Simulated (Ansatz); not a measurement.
The starting structures come from a database of crystals and need not be the phases stable at ambient conditions.

 Where the default PAW files enter, the runs use the earlier of Ansatz's two default sets.

The decay constant κ of evanescent states in the gap governs leakage through a thin film.

Given:

```yaml
crystal:
  lattice:
    - [5.27086, 0.00000, 0.00000]
    - [0.00000, 7.10096, 0.00000]
    - [0.00000, 2.84268, 6.50714]
  atoms:
    - { symbol: Mg, position: [0.75000, 0.90067, 0.29185] }
    - { symbol: Mg, position: [0.25000, 0.09933, 0.70815] }
    - { symbol: Mg, position: [0.25000, 0.70815, 0.09933] }
    - { symbol: Mg, position: [0.75000, 0.29185, 0.90067] }
    - { symbol: Bi, position: [0.25000, 0.59831, 0.59831] }
    - { symbol: Bi, position: [0.75000, 0.40169, 0.40169] }
    - { symbol: P, position: [0.75000, 0.80242, 0.80242] }
    - { symbol: P, position: [0.25000, 0.19758, 0.19758] }
    - { symbol: O, position: [0.00000, 0.32813, 0.67187] }
    - { symbol: O, position: [0.00000, 0.67187, 0.32813] }
    - { symbol: O, position: [0.50000, 0.67187, 0.32813] }
    - { symbol: O, position: [0.50000, 0.32813, 0.67187] }
    - { symbol: O, position: [0.49231, 0.12361, 0.12361] }
    - { symbol: O, position: [0.50769, 0.87639, 0.87639] }
    - { symbol: O, position: [0.99231, 0.87639, 0.87639] }
    - { symbol: O, position: [0.00769, 0.12361, 0.12361] }
    - { symbol: O, position: [0.75000, 0.89318, 0.56906] }
    - { symbol: O, position: [0.25000, 0.10682, 0.43094] }
    - { symbol: O, position: [0.25000, 0.43094, 0.10682] }
    - { symbol: O, position: [0.75000, 0.56906, 0.89318] }
```

Space group of this cell: Cmcm. The cell is taken as given; by PBEsol its mean pressure is 2.5 GPa.

Transport runs along the normal of the first two printed cell vectors.

The gap is the functional's own. No spin-orbit coupling. Mid-gap values are interpolated on the energy grid.

Q: Give the band gap and the smallest decay constant κ at mid-gap that Ansatz (an electronic-structure program) with PBEsol yields.

A: Gap 3.68 eV on a 6×6×6 mesh; κ = 0.407 1/Å, at (0.000, 0.250) of the in-plane reciprocal vectors. At the zone centre, at the nearest computed energy, the slowest state has κ = 0.42 1/Å.
